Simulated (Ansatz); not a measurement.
Terminations of the (111)A surface of zinc-blende AlP (Al plane on top), measured from the surface '2x2 with 3 H on 4 top atoms'. Atoms come from or go to: Al: fcc Al, H: ½ H2(g), I: ½ I2(g), In: tetragonal indium, P: black phosphorus, Si: silicon. ΔE is the energy of forming the row's surface from that one (negative: more stable at these reservoirs); the vacuum level's shift is aligned on the shared bottom. No zero-point or thermal terms. These are constructed structures in small cells; real faces may alloy, dewet or reconstruct in larger ones, and not all known structures of the face are among them. Slabs of about 17 Å, Fermi-Dirac smearing of 0.025 eV. Bottom of the slabs: H caps. Relaxed from the named starts with such symmetry as they have, on meshes of like density; energies extrapolated to zero smearing; spin only where a row says so; no spin-orbit coupling, no U. Brackets mark spin-polarised runs, whose order is one that fits the cell. Where a second, spin-polarised start was run, the lower counts. A dash marks a value that is undefined for that row (no clear gap, or no work function of a gapped slab) or was not read reliably on its mesh.

The numbers are results of PBE (plane waves to 420 eV, PAW; Ansatz, an electronic-structure program), not measurements.

```tsv
surface	atoms added per 1x1	ΔE per 1x1 (eV)	slab gap (eV)	shift of the vacuum level (eV)
2x2 Al adatom at T1 (2 Al–Al, 1 Al–P bonds formed)	+0.25 Al, -0.75 H	0.60	0.51	-1.09
2x2 In adatom at H3	-0.75 H, +0.25 In	0.58	0.24	-1.40
Al trimer, 2x2 (6 Al–Al, 3 Al–P bonds formed; 3 Al–Al bonds broke)	+0.75 Al, -0.75 H	0.96	0.50	-1.21
I on every top atom [spin, 0.4 μB a cell]	-0.75 H, +1 I	…	–	-0.53
2x2 P adatom at T4 (1 P–P bonds broke)	-0.75 H, +0.25 P	0.33	0.65	-0.35
2x2 P adatom at T1 (2 Al–P bonds formed) [spin start, no net moment]	-0.75 H, +0.25 P	0.33	0.66	-0.36
2x2 Si adatom at H3 [spin, 0.8 μB a cell]	-0.75 H, +0.25 Si	0.69	–	-0.84
```

### Question
Some entries are withheld; supply them.

### Answer

- I on every top atom [spin, 0.4 μB a cell], ΔE per 1x1 (eV): -1.12
